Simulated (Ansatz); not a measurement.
Start from YAgTe2 (space group R-3m, No. 166; a = 4.4051 Å, c = 21.0183 Å (hexagonal axes); a hypothetical phase, not in the database extracts checked).

(Cell as relaxed with PBE.)

Levels (all Ansatz, an electronic-structure program, PAW): PBE (420 eV, no SOC); r2SCAN (500 eV, no spin-orbit coupling).

Each level relaxes its own structure.

| base | PBE | r2SCAN |
|---|---|---|
| volume per atom | 29.43 Å³ | 29.32 Å³ |
| lattice parameter a | 4.405 Å | 4.395 Å |
| band gap | 0.83 eV | 1.18 eV |

Modification: S takes the place of Te on all its sites, then cell and atoms are relaxed.

```tsv
quantity	PBE	r2SCAN
shortest interatomic distance	2.754 Å	[?]
gap character	indirect, Γ–S₀ (36 % along) → F	[?]
smallest direct gap	2.25 eV	[?]
```

Problem. Given the PBE results, estimate those of r2SCAN.

Solution. 
- shortest interatomic distance, r2SCAN: 2.749 Å
- gap character, r2SCAN: indirect, Γ–S₀ (36 % along) → F
- smallest direct gap, r2SCAN: 2.62 eV

PBE's shortest interatomic distance lies 0.0058 Å above r2SCAN's (0.2 %); PBE's smallest direct gap lies 0.37 eV below r2SCAN's; the two agree on the gap character. Neither level is exact; r2SCAN is the comparison here, not a measurement.

Spin-orbit coupling, missing from the scalar runs, can matter with Te. No phonon test of stability was made. As relaxed here, YAgS2 is a hypothetical phase, not in the database extracts checked.
